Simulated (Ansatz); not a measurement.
C on the 1x1 (0001) surface of hcp Co, ferromagnetic, one in a 3x3 cell, energies for each (48.4 Å²). Energies are against an atom of graphite, without zero-point or thermal terms; each row is named by its start.

Calculation: PBE (plane waves to 420 eV, PAW; Ansatz, a program for electronic structure).

Question: Which site binds most strongly?
A. hollow Co-Co-Co
B. top Co
C. hollow Co-Co-Co over Co at depth 2.0 Å

Answer: C, hollow Co-Co-Co over Co at depth 2.0 Å. Adsorption energies: hollow Co-Co-Co over Co at depth 2.0 Å 0.96 eV; hollow Co-Co-Co 1.22 eV; top Co 3.04 eV.
